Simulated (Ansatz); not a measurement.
A calculation on CsCl-type CuZn returned lattice constant a 2.911 Å, formation enthalpy -0.098 eV/atom.

For reference: lattice constant a 2.958 Å (measured, temperature not stated, not corrected to a static lattice; as tabulated in First-Principles Study on the Electrical and Thermal Conductivities of Cu–Zn …); formation enthalpy -0.124 eV/atom (measured, temperature not stated, no zero-point or thermal correction; as tabulated in Nepal et al. (2020), arXiv:2007.11150).

### Question
Which level of theory produced these numbers?
A) rVV10 (Ansatz (a program for electronic structure))
B) LDA (Ansatz)
C) HSE06 (Ansatz)
D) PBE-D3(BJ) (Ansatz)

### Answer
D, PBE-D3(BJ) (Ansatz)

The others give: HSE06 2.965 Å, -0.135 eV/atom; rVV10 2.977 Å, -0.083 eV/atom; LDA 2.870 Å, -0.106 eV/atom.

Unless a cell is named, each level is at its own relaxed cell (HSE06 13.04, LDA 11.82, PBE-D3(BJ) 12.33, rVV10 13.19 Å³/atom).

Caveats: hybrids on metals are sensitive to the k mesh and can open a false gap (HSE06). Ansatz's density-functional and Hartree–Fock values are scalar-relativistic unless marked +SOC, with PAW data made under PBE.
